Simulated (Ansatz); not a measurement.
# GaAs: As → Se

Take GaAs in the zinc blende structure (space group F-43m, No. 216; a = 5.6594 Å) as the base.

One thing is altered: every As is replaced by Se, then cell and atoms are relaxed.

Calculations: PBEsol, PAW, 420 eV (Ansatz, a quantum-chemistry and plane-wave program; scalar-relativistic without spin-orbit coupling), earlier PAW set. k-mesh 13×13×13 (Γ-centred); smearing 0.05 eV (Fermi–Dirac), for the changed cell.

```tsv
quantity	base	changed	shift
volume per atom	22.66 Å³	27.95 Å³	+5.29 Å³
lattice parameter a	565.9 pm	606.9 pm	+41.0 pm
shortest interatomic distance	245.1 pm	262.8 pm	+17.75 pm
band gap	0.42 eV	zero	–
```

Final structure:

```
CELL_PARAMETERS angstrom
      0.00000     3.03472     3.03472
      3.03472     0.00000     3.03472
      3.03472     3.03472     0.00000
ATOMIC_POSITIONS crystal
  Se 0.75000 0.75000 0.75000
  Ga 0.00000 0.00000 0.00000
```

Stability against distortions was not tested. As relaxed here, GaSe is a hypothetical phase, not in the database extracts checked. All final runs are without spin polarisation. An odd electron count without spin: GaSe.
